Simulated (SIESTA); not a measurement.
A self-consistent single point of HfB₂ (P6/mmm, 3 atoms in the cell) with SIESTA.

Computed with GGA PBEsol, numerical atomic orbitals DZP, PseudoDojo PBEsol standard norm-conserving potentials (rewritten from UPF to PSML) run with SIESTA 5.4.2.

```
HfB2
1.0
    3.13268     0.00000     0.00000
   -1.56634     2.71298     0.00000
    0.00000     0.00000     3.47921
Hf B
1 2
Direct
  0.00000   0.00000   0.00000
  0.33333   0.66667   0.50000
  0.66667   0.33333   0.50000
```

Reference input (self-consistent single point, DFT, GGA PBE, numerical atomic orbitals DZP, PseudoDojo PBE standard norm-conserving potentials (rewritten from UPF to PSML)): XC.functional = GGA; XC.authors = PBE; potentials = PseudoDojo PBE standard; PAO.BasisSize = DZP; PAO.EnergyShift = 0.01 Ry; MeshCutoff = 300 Ry; kgrid.MonkhorstPack = 8 8 7; OccupationFunction = FD; ElectronicTemperature = 50 meV; MaxSCFIterations = 150; SCF.Mixer.Method = Pulay; SCF.Mixer.Weight = 0.1. This run's input differs from it in these lines:

```diff
@@ -1,2 +1,2 @@
-# files in the folder: Hf.psml B.psml (PseudoDojo PBE standard)
+# files in the folder: Hf.psml B.psml (PseudoDojo PBEsol standard)
 SystemName  HfB2
@@ -24,3 +24,3 @@
 XC.functional                GGA
-XC.authors                   PBE
+XC.authors                   PBEsol
 PAO.BasisSize                DZP
```

Output (repeated stretches shortened):

```
        iscf     Eharris(eV)        E_KS(eV)     FreeEng(eV)     dDmax    Ef(eV) dHmax(eV)
   scf:    1    -1673.151468    -1693.219068    -1693.221286  1.665035 -4.331465  8.493120
   scf:    2    -1695.694197    -1694.507693    -1694.510073  0.044691 -4.446740  6.628823
   scf:    3    -1696.936566    -1696.350370    -1696.352749  0.137505 -4.555509  0.378030
   scf:    4    -1695.519628    -1696.061841    -1696.064525  0.058936 -4.581113  2.504837
   scf:    5    -1696.510417    -1696.371769    -1696.374146  0.050046 -4.610577  0.137044
   scf:    6    -1696.372275    -1696.372030    -1696.374405  0.000878 -4.610306  0.128210
   scf:    7    -1696.372999    -1696.372709    -1696.375100  0.002755 -4.616771  0.006352
   scf:    8    -1696.372710    -1696.372710    -1696.375101  0.000109 -4.617193  0.003032
   scf:    9    -1696.372710    -1696.372710    -1696.375102  0.000065 -4.617395  0.000099
   scf:   10    -1696.372710    -1696.372710    -1696.375102  0.000005 -4.617383  0.000250
SCF Convergence by DM+H criterion
max |DM_out - DM_in|         :     0.0000046998
max |H_out - H_in|      (eV) :     0.0002503329
SCF cycle converged after 10 iterations

Using DM_out to compute the final energy and forces

siesta: E_KS(eV) =            -1696.3727

siesta: E_KS - E_eggbox =     -1696.3727

siesta: Atomic forces (eV/Ang):
     1   -0.000000    0.000000   -0.000000
     2    0.000024   -0.000014    0.000000
     3   -0.000024    0.000014   -0.000000
   Tot   -0.000000    0.000000    0.000000
   Max    0.000024
   Res    0.000013    sqrt( Sum f_i^2 / 3N )
   Max    0.000024    constrained

Stress tensor Voigt[x,y,z,yz,xz,xy] (kbar):       14.81       14.85       82.45        0.00       -0.00        0.03
(Free)E + p*V (eV/cell)    -1697.0648
Target enthalpy (eV/cell)    -1696.3751

   [... lines left out ...]
siesta: FreeEng =     -1696.375102
   [... lines left out ...]
siesta:     0.009246    0.000021   -0.000000
siesta:     0.000021    0.009270    0.000000
siesta:    -0.000000    0.000000    0.051463

siesta: Cell volume =         29.569452 Ang**3

siesta: Pressure (static):
siesta:                Solid            Molecule  Units
siesta:          -0.00025405         -0.00025405  Ry/Bohr**3
siesta:          -0.02332613         -0.02332555  eV/Ang**3
siesta:         -37.37258101        -37.37165737  kBar
```

The run converged in 10 iterations. Against the reference run the pressure goes from 1.93 to -3.74 GPa.

The starting cell comes from a database of computed structures (which also holds hypothetical and non-ambient phases and stackings), without a prior relaxation at this level. Values carry the incompleteness of an atom-centred basis. With a pressure of about -4 GPa the cell is away from its equilibrium volume at this level.

Cost on one core of a shared machine: roughly 30 s.
